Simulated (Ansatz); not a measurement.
Habitual settings against a tight run: Sb₃Pb (P6_3/mmc, 8 atoms in the cell)

Self-consistent single point.

```xyz
8
Lattice="6.7535 0.0000 0.0000 -3.3768 5.8487 0.0000 0.0000 0.0000 5.8271" Properties=species:S:1:pos:R:3 pbc="T T T"
Sb     1.6346     0.9437     4.3703
Sb     1.7422     4.9050     1.4568
Sb     0.0000     1.8874     1.4568
Sb     3.3768     3.9613     4.3703
Sb     5.1190     0.9437     4.3703
Sb    -1.7422     4.9050     1.4568
Pb     3.3768     1.9496     1.4568
Pb     0.0000     3.8992     4.3703
```

Method of the run: PBEsol, PAW files made with PBE (plane waves; Ansatz, a first-principles code).

Base settings: basis.ecutwfc = 420 eV; kpoints.mp_grid.grid = 4 4 4; hamiltonian.xc = pbesol; hamiltonian.pseudopotentials = {kind: paw} (the program's default PAW files); scf.occupations.method = cold; scf.occupations.width = 0.05 eV.

Tight run (finer mesh or higher cutoff; not a proven limit): basis.ecutwfc: 420 eV → 590 eV; kpoints.mp_grid.grid: 4 4 4 → 6 6 6; scf.convergence.dr2_threshold: default (1e-07 eV) → 1e-09 eV. It gave Fermi level (on the code's own zero) 11.00 eV; pressure -2.61 GPa.

Quick runs, as changes from the base:
- A: the base itself
- B: basis.ecutwfc: 420 eV → 250 eV; kpoints.mp_grid.grid: 4 4 4 → 3 3 3; hamiltonian.xc: pbesol → lda [LDA (PW92)]
- C: basis.ecutwfc: 420 eV → 250 eV; kpoints.mp_grid.grid: 4 4 4 → 1 1 1; hamiltonian.xc: pbesol → lda [LDA (PW92)]
- D: basis.ecutwfc: 420 eV → 250 eV; kpoints.mp_grid.grid: 4 4 4 → 6 6 6; scf.occupations.method: cold → fermi_dirac; scf.occupations.width: 0.05 eV → 0.272 eV

Energies are extrapolated to zero smearing width, which holds to low order in the width alone.

Dashes: energy of B, C, another energy zero.

† marks runs with another functional, U, potentials or spin treatment: their distance from the tight run is not a convergence error alone.

The count of work is k-points × plane waves × bands × iterations; it is no time. 

Pressures in the table are Ansatz's without its Pulay estimate, at a fixed set of plane waves; the tight run's value above holds the estimate.

The starting cell comes from a database of computed structures (which also holds hypothetical and non-ambient phases and stackings), without a prior relaxation at this level. Its lattice was rescaled by a random factor within 2.5 % of one. The run gives no clean gap (levels at the Fermi energy touch, overlap or are partly filled at this smearing), which alone does not show that the compound is a metal.

```
run  energy less tight (meV/atom)  pressure less tight (GPa)  largest miss in a force vector (eV/Å)  count of work / tight
---  ----------------------------  -------------------------  -------------------------------------  ---------------------
A                            -3.4                       0.06                                  0.061                   0.23
B†                              –                     -20.65                                  0.025                  0.047
C†                              –                     -26.46                                  1.204                 0.0078
D                           457.9                     -19.72                                  0.009                   0.24
```

Among the runs at the tight run's level, the energy misses run from 3.4 to 457.9 meV/atom.

Left out of this page: 1 run of the series unsound by tests on forces, stress, charge or solver warnings; 1 run of the series outside the window shown, repeating another row's setting, or not comparable.

Keys are those of Ansatz 0.2.
